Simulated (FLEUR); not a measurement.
Band structure of Ta (Im-3m, 1 atom in the cell).

```yaml
crystal:
  lattice:
    - [-1.67793, 1.67793, 1.67793]
    - [1.67793, -1.67793, 1.67793]
    - [1.67793, 1.67793, -1.67793]
  atoms:
    - { symbol: Ta, position: [0.00000, 0.00000, 0.00000] }
```

Method: PBE, all-electron FLAPW (FLEUR), scalar-relativistic valence run with FLEUR.

Settings: Kmax = 3.9 1/bohr; GmaxXC = 15.6 1/bohr; xcFunctional = pbe; jspins = 1; l_soc = F; mode = hist; fermiSmearingEnergy = 0.00499791 Htr; mesh (inpgen div1-3) = 18 18 18; inpgen gamma flag = true; Gmax = 15.6 1/bohr; numbands = 0; maxIterBroyd = 25; imix = Anderson; alpha = 0.05.

The starting cell comes from a database of computed structures (which also holds hypothetical and non-ambient phases and stackings), without a prior relaxation at this level. Its lattice was rescaled by a random factor within 2.5 % of one. Spin-orbit coupling is off. Spin polarisation is off. Values depend on the basis (sphere radii, cutoffs, local orbitals), which need not be converged.

Levels in eV from the Fermi level, bands 10 to 17:
```csv
point,10,11,12,13,14,15,16,17
Γ,-18.94,-18.89,-7.75,0.70,0.70,0.70,3.81,3.81
H,-18.92,-18.92,-3.56,-3.56,6.44,6.44,6.44,8.16
N,-18.93,-18.92,-4.20,-1.44,1.36,3.66,4.64,7.34
P,-18.95,-18.95,-1.22,-1.22,-1.22,4.80,4.80,6.56
```
